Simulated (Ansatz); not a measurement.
Amorphous Ta₁₆O₄₃W, 60 atoms at 7.35 g/cm³, one PBE-relaxed geometry, zone centre. Methods: PBE, scalar-relativistic without spin-orbit coupling (Ansatz, a quantum-chemistry and plane-wave program); r2SCAN, scalar-relativistic without spin-orbit coupling (Ansatz); HSE06, scalar-relativistic without spin-orbit coupling (Ansatz). Plane waves to 420 eV (r2SCAN 500 eV); exact exchange is cut at the cell's faces. At PBE the levels at the filled edge of the gap are localised (band-tail or defect states). All rungs ran without spin polarisation.

The cell was made by melting and quenching with the CHGNet potential and then relaxed with DFT. O atoms were pushed apart under 1.9 Å during the dynamics, to hinder bonds among them. The hot cell started wider than the set density and was brought back towards it in steps. It is the lowest in DFT energy of 2 quenches. It is a model cell: composition and starting density were chosen by hand, and all elements were melted together. No dispersion term was used. Its density started from a set value of 7.37 and ended at 7.35 g/cm³. The quench (nominally 240 K/ps over its main leg) was far faster than any real one, so the model tends to hold more defects than a real film. One small periodic cell is one sample of the glass; other quenches scatter about these values. The volume was free in the relaxation, at fixed shape. Stress components on the final sampling reach 1.7 GPa. On a 2×2×2 Γ-centred mesh force components of up to 0.20 eV/Å stay, since the relaxation ran on the zone centre alone.

The relaxation ran on the zone centre alone. At PBE the level gap is 2.81 eV on a 2×2×2 Γ-centred mesh, and the spacing at the zone centre alone 2.86 eV.

### Question
What zone-centre spacing does r2SCAN give, roughly?

### Answer
3.16 eV (+0.30 eV against PBE).

### Question
What zone-centre spacing does HSE06 give, roughly?

### Answer
4.18 eV (+1.31 eV against PBE).

The highest filled and the lowest empty state spread over these numbers of atoms (participation numbers): PBE: 5.5 and 6.6; r2SCAN: 4.9 and 5.8; HSE06: 4.8 and 5.9.
